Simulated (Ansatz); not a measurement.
Hypothetical P4_2/mnm WTe2 under a change: tensor shear ε_yz = +0.24 %

Base system: WTe2 (space group P4_2/mnm, No. 136; a = 6.5963 Å, c = 3.5772 Å; a hypothetical phase, not in the database extracts checked). Axes: x, y, z lie along a, b, c of the conventional cell.

The change: a pure shear with ε_yz = ε_zy = 0.0024; the atoms relax in the strained cell.

All numbers come from Ansatz (an electronic-structure program), PBEsol, PAW, cutoff 420 eV, scalar-relativistic without spin-orbit coupling. Γ-centred 7×7×13 mesh, Fermi–Dirac width 0.05 eV.

- Volume per atom = 25.94 Å³ (base 25.94 Å³)
- Space group = P2_1/c (No. 14) (base P4_2/mnm (No. 136))
- Energy relative to the base (free energy F) = -77 meV/atom
- Band gap = zero (base zero)
- Largest internal atomic displacement = 0.594 Å
- Stress (xx, yy, zz, yz, xz, xy; compression positive) = (-11.4, -1.6, -6.3, -0.3, 0.0, 0.0) GPa (rough)

Final structure:

```
WTe2
1.0
    6.59630     0.00000     0.00000
    0.00000     6.59630     0.01583
    0.00000     0.00859     3.57721
W Te
2 4
Cartesian
  3.29815   3.30244   1.79652
  0.00000   0.00000   0.00000
  4.75414   5.59851   1.80410
  1.45599   4.30023   0.00825
  5.14031   2.29607   0.00758
  1.84216   1.00638   1.78894
```

Cost of the whole job for the changed cell (relaxation, final SCF and bands): very roughly 8 core-minutes.

Without a gap, meshes like the base's 7×7×13 leave anisotropic stresses uncertain by several tenths of a GPa, and small strain energies with them. Spin-orbit coupling, missing from the scalar runs, can matter with Te and W. No phonon test of stability was made. The final runs are not spin-polarised. Under tensor shear ε_yz = +0.24 % the cell ends below the base's energy or with stress of the wrong sign: the atoms slid into a distortion or the cell is elastically unstable, so the base is not a stable minimum at this level. WTe2 has a high density of states at the Fermi level and may be magnetic at this level.
